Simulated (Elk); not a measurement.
## Elk run on Pt (Fm-3m, 1 atom in the cell): self-consistent single point

Level of theory: PBEsol, all-electron FP-LAPW, Elk's shipped species files, LAPW+lo basis (Elk).

Input:

```
tasks
  0

xctype
  22

rgkmax
  8.0

gmaxvr
  14.0

nxoapwlo
  1

rmtscf
  0.88

stype
  3

swidth
  0.00367493

avec
    0.0000000000    3.6927516147    3.6927516147
    3.6927516147    0.0000000000    3.6927516147
    3.6927516147    3.6927516147    0.0000000000

sppath
  './'

atoms
  1   : nspecies
  'Pt.in'   : spfname
  1   : natoms; atposl, bfcmt below
  0.0000000000  0.0000000000  0.0000000000    0.0 0.0 0.0

ngridk
  8 8 8
```

Output (repeated stretches shortened):

```
│ Elk code version 10.2.4 │

All units are atomic (Hartree, Bohr, etc.)

│ Ground-state run starting from atomic densities │

Lattice vectors :
   0.000000000       3.692751615       3.692751615
   3.692751615       0.000000000       3.692751615
   3.692751615       3.692751615       0.000000000

Unit cell volume      :    100.7117832
Brillouin zone volume :    2.462971119

Muffin-tin inner radius fraction :   0.1000000000E-01

Nuclei treated as point charges

Species :    1 (Pt)
 parameters loaded from : Pt.in
 name : platinum
 nuclear charge    :   -78.00000000
 electronic charge :    78.00000000
 atomic mass :    355605.4398
 muffin-tin radius :    2.464000000
 number of radial points in muffin-tin :    697
 atomic positions (lattice), magnetic fields (Cartesian) :
   1 :   0.00000000  0.00000000  0.00000000    0.00000000  0.00000000  0.00000000

Total number of atoms per unit cell :    1

Spin treatment :
 spin-unpolarised

Number of Bravais lattice symmetries :   48
Number of crystal symmetries         :   48
Crystal has inversion symmetry
Real symmetric eigensolver will be used

k-point grid :      8     8     8
k-point offset :    0.000000000       0.000000000       0.000000000
k-point set is reduced with full crystal symmetry group
Total number of k-points :       29

Muffin-tin radius times maximum |G+k| :    8.000000000
 using average radius
Maximum |G+k| for APW functions       :    3.246753247
Maximum (1/2)|G+k|²                   :    5.270703323
Maximum |G| for potential and density :    14.00000000
 potential will be trimmed for |G| > 2 gkmax
Constant for pseudocharge density :    9
Radial integration step length :    4

G-vector grid sizes :     24    24    24
Number of G-vectors :     4645

Maximum angular momentum used for
 APW functions                      :    8
 outer part of muffin-tin           :    6
 inner part of muffin-tin           :    1

Total nuclear charge    :   -78.00000000
Total core charge       :    48.00000000
Total valence charge    :    30.00000000
Total excess charge     :    0.000000000
Total electronic charge :    78.00000000

Effective Wigner radius, rₛ :   0.6755108950

Number of empty states         :    4
Total number of valence states :   19
Total number of core states    :   48

Total number of local-orbitals :   31

Exchange-correlation functional :     22     0     0
 PBEsol, Phys. Rev. Lett. 100, 136406 (2008)
 gradient requirement :    1
 generalised gradient approximation (GGA)

Smearing type :    3
 Fermi-Dirac
Smearing width :   0.3674930000E-02
Effective electronic temperature (K) :    1160.451112

Mixing type :    3
 Broyden mixing, J. Phys. A: Math. Gen. 17, L317 (1984)

Kohn-Sham potential initialised from atomic data

│ Self-consistent loop started │
│ Loop number : 1 │
 total energy                :     -18438.9207649
│ Loop number : 2 │
 total energy                :     -18439.2833327
RMS change in Kohn-Sham potential (target) :   0.2199018882     (  0.1000000000E-05)
Absolute change in total energy (target)   :   0.3625677823     (  0.1000000000E-03)
│ Loop number : 3 │
 total energy                :     -18440.2317126
RMS change in Kohn-Sham potential (target) :   0.1983414758     (  0.1000000000E-05)
Absolute change in total energy (target)   :    1.039021819     (  0.1000000000E-03)
│ Loop number : 4 │
 total energy                :     -18440.4932684
RMS change in Kohn-Sham potential (target) :   0.1781331839     (  0.1000000000E-05)
Absolute change in total energy (target)   :   0.5213112756     (  0.1000000000E-03)
│ Loop number : 5 │
 total energy                :     -18441.0131693
RMS change in Kohn-Sham potential (target) :   0.9002933261E-01 (  0.1000000000E-05)
Absolute change in total energy (target)   :   0.6502287247     (  0.1000000000E-03)
│ Loop number : 6 │
 total energy                :     -18441.4206210
RMS change in Kohn-Sham potential (target) :   0.2839295920E-01 (  0.1000000000E-05)
Absolute change in total energy (target)   :   0.5700088314     (  0.1000000000E-03)
│ Loop number : 7 │
 total energy                :     -18441.6664535
RMS change in Kohn-Sham potential (target) :   0.2984843130E-03 (  0.1000000000E-05)
Absolute change in total energy (target)   :   0.3883347736     (  0.1000000000E-03)
│ Loop number : 8 │
 total energy                :     -18441.6237418
RMS change in Kohn-Sham potential (target) :   0.1407166637E-03 (  0.1000000000E-05)
Absolute change in total energy (target)   :   0.5437196980E-01 (  0.1000000000E-03)
│ Loop number : 9 │
 total energy                :     -18441.6246948
RMS change in Kohn-Sham potential (target) :   0.6354545743E-04 (  0.1000000000E-05)
Absolute change in total energy (target)   :   0.1454601910E-01 (  0.1000000000E-03)
│ Loop number : 10 │
 total energy                :     -18441.6286356
RMS change in Kohn-Sham potential (target) :   0.8994438453E-05 (  0.1000000000E-05)
Absolute change in total energy (target)   :   0.7577311080E-02 (  0.1000000000E-03)
│ Loop number : 11 │
 total energy                :     -18441.6289591
RMS change in Kohn-Sham potential (target) :   0.3888446661E-05 (  0.1000000000E-05)
Absolute change in total energy (target)   :   0.2217772249E-02 (  0.1000000000E-03)
│ Loop number : 12 │
 total energy                :     -18441.6287616
RMS change in Kohn-Sham potential (target) :   0.4565582241E-05 (  0.1000000000E-05)
Absolute change in total energy (target)   :   0.3569533401E-03 (  0.1000000000E-03)
│ Loop number : 13 │
 total energy                :     -18441.6288058
RMS change in Kohn-Sham potential (target) :   0.2596434959E-05 (  0.1000000000E-05)
Absolute change in total energy (target)   :   0.1334913431E-03 (  0.1000000000E-03)
│ Loop number : 14 │
 total energy                :     -18441.6288740
RMS change in Kohn-Sham potential (target) :   0.2545188407E-06 (  0.1000000000E-05)
Absolute change in total energy (target)   :   0.1014986774E-03 (  0.1000000000E-03)
│ Loop number : 15 │
 total energy                :     -18441.6288808
RMS change in Kohn-Sham potential (target) :   0.5011611037E-07 (  0.1000000000E-05)
Absolute change in total energy (target)   :   0.3221978841E-04 (  0.1000000000E-03)
Convergence targets achieved

│ Loop number : 16 │

Energies :
 Fermi                       :     0.467282498274
 sum of eigenvalues          :     -11321.4684441
 electron kinetic            :      21101.4815907
 core electron kinetic       :      20277.6618855
 Coulomb                     :     -39190.9248455
 Coulomb potential           :     -31959.1163478
 nuclear-nuclear             :     -1471.45106849
 electron-nuclear            :     -43479.8312062
 Hartree                     :      5760.35742919
 Madelung                    :     -23211.3666716
 xc potential                :     -463.833686963
 exchange                    :     -346.832336254
 correlation                 :     -5.35126788749
 electron entropic           :    -0.202445136905E-02
 total energy                :     -18441.6288834

Density of states at Fermi energy :    46.38722669
 (states/Hartree/unit cell)

Estimated indirect band gap :   0.5265614674E-02
 from k-point     20 to k-point     11
Estimated direct band gap   :   0.2327852778E-01
 at k-point      5

Charges :
 core                        :    48.00000000
 valence                     :    30.00000000
 interstitial                :    1.597902147
 muffin-tins (core leakage)
  species :    1 (Pt)
   atom    1                 :    76.40209785     (  0.9031216164E-03)
 total in muffin-tins        :    76.40209785
 total calculated charge     :    77.99473113
 total charge                :    78.00000000
 error                       :   0.5268865597E-02

│ Self-consistent loop stopped │
```

The run converged in 16 iterations. The count includes the last loop, which Elk runs after its targets are met.

The starting cell has typed, rounded lattice constants, without a prior relaxation at this level. Its lattice was rescaled by up to half a per cent. Spin-orbit coupling is off. Spin polarisation is off. Values depend on the basis (sphere radii, cutoffs, local orbitals), which need not be converged. The log's line on a gap gives a spacing of levels on this mesh, which the program prints for metals too.
